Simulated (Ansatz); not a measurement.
An Ansatz (a quantum-chemistry and plane-wave program) run: KMgF3 with a change (biaxial strain −0.95 %, plane normal [111], relaxed out of plane); PBEsol (Ansatz; PAW; 420 eV plane waves; no spin-orbit coupling).

Input:

Ansatz 0.2 input:
```yaml
crystal:
  lattice:
    - [5.5908625522, 0, 0]
    - [2.7954312761, 4.8418289993, 0]
    - [2.7954312761, -1.6139429998, 2.3152970868]
  atoms:
    - { symbol: K, position: [0, 0.5, 0.5] }
    - { symbol: Mg, position: [0, 0, 0] }
    - { symbol: F, position: [0.5, 0.5, 0.5] }
    - { symbol: F, position: [0, 0, 0.5] }
    - { symbol: F, position: [0.5, 0, 0.5] }
basis: { ecutwfc: 420, ecutrho_ratio: 4, xc_grid: 2, fft_grid_basis: typed }
kpoints: { mp_grid: { grid: [8, 8, 8] } }
hamiltonian:
  xc: pbesol
  dispersion: none
  pseudopotentials: { kind: paw }
scf: { occupations: { method: fermi_dirac, width: 0.05 } }
relax: { f_tol: 0.005, max_steps: 50, cell: { stress_tol: 0.01, fix: [a, b, gamma] } }
output: { forces: true, stress: true }
checkpoint: { write: state.ck, write_every: 1000 }
```

Output (explanatory and most iteration lines left out):

```
Relaxation: its limit of steps is 50 (relax.max_steps)
Pseudopotential: K, paw, valence charge 9
Pseudopotential: Mg, paw, valence charge 10
Pseudopotential: F, paw, valence charge 7
Crystal: 5 atoms, lattice volume = 62.675 Å³
Basis set: ecut = 420 eV, 1219 PW (Γ), exchange–correlation on 80×80×54 points (8 copies of the dense FFT grid, shifted against one another)
Bands: 25, of which v1, the nominal top of the filled ones, is band 20 counted from 1 (19 counted from 0)
Symmetry: 12 space group operations
Space group: R-3m (ITA 166), of the structure as read, at distance tolerance 4.0e-5 Å
k-points: 65 of 512
Functional: x = pbesol(κ = 0.804, μ = 0.12345679012345678), c = pbesol(β = 0.046)
SCF iter   1: F=—  HF=-5837.511003 eV  |F-HF|=—  |Δ(HF+E_count)|=         —  Δρ=1.38e-2  dr2=7.35e-2  ethr=1.77e-3  ⟨swp⟩=6.1  Hψ=7903  notcnv=0
SCF iter   2: F=—  HF=-5837.487613 eV  |F-HF|=—  |Δ(HF+E_count)|=   2.34e-2  Δρ=2.34e-3  dr2=1.29e-3  ethr=1.84e-4  ⟨swp⟩=2.1  Hψ=3367  notcnv=0  defer=62
SCF 1 converged in 6 iterations: F = -5837.487410 eV  dr2 = 2.73e-8
relax step   1: F+E_penalty+E_count = -5837.48741028 eV  Δ(F+E_penalty+E_count) = +0.000e0 eV  max|allowed force component| = 2.398e-29 eV/Å  Δτ_max = 0.0000 Å  P = +1.087 GPa  Ω = 62.675 Å³  fix = [a, b, gamma]  reactions: a +1.529, b +1.529 GPa  (6 SCF iters, dr2 threshold 1.00e-7 eV, accepted)
[... steps on the carried basis left out ...]
relax step   5: F+E_penalty+E_count = -5837.48749145 eV  Δ(F+E_penalty+E_count) = +2.889e-5 eV  max|allowed force component| = 2.903e-29 eV/Å  Δτ_max = 0.0000 Å  P = +0.974 GPa  Ω = 62.767 Å³  energy of the carried Pulay correction = -2.939e-5 eV  fix = [a, b, gamma]  reactions: a +1.461, b +1.461 GPa  (4 SCF iters, dr2 threshold 9.16e-10 eV, accepted)
Crystal: 5 atoms, lattice volume = 62.767 Å³
SCF iter   1: F=—  HF=-5837.487484 eV  |F-HF|=—  |Δ(HF+E_count)|=         —  Δρ=1.77e-6  dr2=1.19e-9  ethr=1.60e-7  ⟨swp⟩=3.3  Hψ=11741  notcnv=0
SCF iter   2: F=—  HF=-5837.487500 eV  |F-HF|=—  |Δ(HF+E_count)|=   1.65e-5  Δρ=1.31e-6  dr2=5.11e-10  ethr=2.97e-12  ⟨swp⟩=3.7  Hψ=4286  notcnv=0
SCF 6 converged in 6 iterations: F = -5837.487500 eV  dr2 = 9.06e-13
SCF converged after 6 iterations
Free energy (F): -5837.487500 eV
Internal energy: -5837.487500 eV  (E = F + TS)
E sigma→0 (E₀):  -5837.487500 eV
Fermi energy:    6.529651 eV
--- Forces (eV/Å), atoms counted from 1 ---
  atom   1  K      0.00000000     0.00000000     0.00000000
  atom   2  Mg    -0.00000000    -0.00000000     0.00000000
  atom   3  F      0.00000000     0.00000000     0.00000000
  atom   4  F     -0.00000000     0.00000000     0.00000000
  atom   5  F     -0.00000000    -0.00000000     0.00000000
--- Stress (GPa, compression-positive) ---
        1.461221       0.000000       0.000000
        0.000000       1.461221       0.000000
        0.000000       0.000000       0.001679
  P = ⅓ Tr σ = 0.9747 GPa (9.747 kbar)
--- Relaxed structure (4 steps of the walk, 4 accepted, 2 SCFs on fresh bases) ---
  cell:  # Å, volume = 62.7675 Å³
    - [5.590862552215991, -4.259042467491955e-41, -3.065814605748686e-52]
    - [2.7954312761079954, 4.841828999286151, 3.485432436057571e-11]
    - [2.7954312761079954, -1.6139429997787416, 2.3187106067487644]
  atoms:
    - { symbol: K, position: [0.0, 0.5, 0.5000000000000001] }
    - { symbol: Mg, position: [-1.4353255916392363e-37, -1.133897328610295e-47, -1.5761323968820314e-49] }
    - { symbol: F, position: [0.5, 0.5, 0.5000000000000001] }
    - { symbol: F, position: [0.0, -2.7755575615628914e-17, 0.5] }
    - { symbol: F, position: [0.49999999999999994, -2.7755575615628914e-17, 0.5] }
```

No phonon test of stability was made. The cell was made from KMgF$_{3}$ in the cubic perovskite structure (space group Pm-3m, No. 221) by this change: biaxial strain −0.95 %, plane normal [111], relaxed out of plane.
